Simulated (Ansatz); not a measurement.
Start from LiCl in the rock salt structure (space group Fm-3m, No. 225; a = 5.064 Å). Axes: x, y, z lie along the cube axes.

Level of theory: PBEsol/PAW in Ansatz (a quantum-chemistry and plane-wave program), no spin-orbit coupling.

Before the change:

| Item | Value |
|---|---|
| Pressure | 0.00 GPa |
| Band gap | 6.35 eV |

Now apply this change: a pure shear with ε_xy = ε_yx = 0.0200, atoms relaxed at fixed cell.

Task: What happens to the pressure?

Result: The pressure (mean of the normal stresses, compression positive) hardly moves (0.00 GPa against 0.03 GPa).

Task: How does this affect the band gap?

Result: The band gap shrinks by 0.14 eV, from 6.35 eV to 6.21 eV.

The cells carry an imposed strain or load. Stability against distortions was not tested.
